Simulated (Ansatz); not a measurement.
AlV2C, response to strain

Take AlV$_{2}$C (space group P6_3/mmc, No. 194; a = 2.905 Å, c = 13.135 Å) as the base.

Strains are applied to the cell and any free atomic positions relax.

Level of theory: Ansatz (a first-principles code), PBE, PAW, cutoff 420 eV, without spin-orbit coupling.

Notes on the quantities. pressure: mean of the normal stresses, compression positive.

```csv
isotropic strain (%),pressure (GPa)
-3.83,26.2
-3.15,20.5
-0.99,?
-0.78,4.3
0,0.0
```

Fit P = P₀ − Bδ + Cδ² with δ = (1 + ε)³ − 1 to the rows shown and predict the withheld row.

Least squares on the printed values gives P₀ = 0.0 GPa, B = 167 GPa (at held cell shape), C = 631 GPa (largest residual 0.1 GPa); this predicts 5.5 GPa, and the run gives 5.5 GPa, in agreement.

Whether these cells are dynamically stable was not tested. Starting moments died away, wholly or in part, for the base; another magnetic solution may exist. The final runs are not spin-polarised.
